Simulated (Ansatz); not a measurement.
The parent structure is Nb in the bcc (W type) structure (space group Im-3m, No. 229; a = 3.3096 Å).

Level of theory: Kohn–Sham DFT with the PBE functional, run in Ansatz (a first-principles code) with PAW and 420 eV plane waves, spin-orbit coupling left out.

One change was made to it. Results:

| quantity | base | after |
|---|---|---|
| density | 8.51 g/cm³ | 9.19 g/cm³ |
| shortest interatomic distance | 286.6 pm | 279.4 pm |

Task: Name the change that was made.
A) pressure −2 GPa
B) pressure −1 GPa
C) pressure 15 GPa
D) pressure 2.1 GPa
E) pressure 30 GPa

Result: C, pressure 15 GPa. For comparison, the density in the other runs: pressure −1 GPa gives 8.46 g/cm³; pressure −2 GPa gives 8.41 g/cm³; pressure 30 GPa gives 9.75 g/cm³; pressure 2.1 GPa gives 8.61 g/cm³.

Load acts through the strain it causes; cell and atoms are relaxed under it. Stability against distortions was not tested. Competing high-pressure phases were not computed. The final runs are not spin-polarised.
